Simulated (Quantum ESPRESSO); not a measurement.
## Convergence study of the k-point mesh at a smearing width of 0.05 eV for ScAl (P4mm, 2 atoms in the cell)

```
ScAl
1.0
    3.38046     0.00000     0.00000
    0.00000     3.38046     0.00000
    0.00000     0.00000     3.38046
Sc Al
1 1
Direct
  0.50000   0.50000   0.51479
  0.00000   0.00000   0.00000
```

Method of the run: PBEsol, GBRV 1.5 ultrasoft (PBESOL) pseudopotentials (plane waves; Quantum ESPRESSO 7.5).

Base settings: ecutwfc = 50 Ry; ecutrho = 400 Ry; occupations = smearing; smearing = fd; degauss = 0.0073499 Ry; potentials = {Sc: sc_pbesol_v1.uspp.F.UPF, Al: al_pbesol_v1.uspp.F.UPF}; K_POINTS = automatic 5 5 5 0 0 0; conv_thr = 1e-09 Ry.

In this ladder: degauss = 0.0036749 Ry.

The second cell is the first with its lattice scaled by 0.98.

Only quantities that move along the ladder and can be compared are tabulated.

The count of work is k-points × plane waves × bands × iterations; it is no time. 

The starting cell comes from a database of computed structures (which also holds hypothetical and non-ambient phases and stackings), without a prior relaxation at this level. Its lattice was rescaled by up to half a per cent. One atom was moved a little off its site on purpose. Without a gap this mesh is coarse (it stands for a supercell whose shortest vector is 17 Å).

```tsv
K_POINTS	free energy less the last step's (meV/atom)	energy of the compressed cell less the first (meV/atom)	pressure (GPa)	largest difference of a force vector from the last step's (eV/Å)	count of work / last
automatic 4 4 4 0 0 0	-14.71	1.58	-2.10	0.008	0.017
automatic 5 5 5 0 0 0	12.71	-1.13	-2.55	0.002	0.019
automatic 6 6 6 0 0 0	1.68	-0.30	-2.43	0.001	0.043
automatic 7 7 7 0 0 0	4.24	-0.92	-2.51	0.001	0.043
automatic 9 9 9 0 0 0	-1.08	-1.23	-2.43	0.001	0.080
automatic 11 11 11 0 0 0	0.38	-0.53	-2.37	0.000	0.13
automatic 13 13 13 0 0 0	0.04	-0.48	-2.43	0.000	0.21
automatic 16 16 16 0 0 0	0.08	-0.71	-2.43	0.000	0.44
automatic 19 19 19 0 0 0	0.09	-0.78	-2.44	0.000	0.59
automatic 23 23 23 0 0 0	0.00	-0.71	-2.45	0.000	1.0
```

Coarsest K_POINTS that holds the pressure within 0.2 GPa of the last step, with all finer ones: automatic 5 5 5 0 0 0, at 0.019 of the last step's count of work; the step before is off by 0.35 GPa.

Coarsest K_POINTS that holds the forces within 0.005 eV/Å of the last step, with all finer ones: automatic 5 5 5 0 0 0, at 0.019 of the last step's count of work; the step before is off by 0.008 eV/Å.

Coarsest K_POINTS that holds the energy of the compressed cell less the first within 2 meV/atom of the last step, with all finer ones: automatic 5 5 5 0 0 0, at 0.019 of the last step's count of work; the step before is off by 2.3 meV/atom.

The energy difference between the two cells stays within 1 meV/atom of the last step's from automatic 5 5 5 0 0 0 on, the total only from automatic 11 11 11 0 0 0 on: much of the error is common to both cells and cancels.
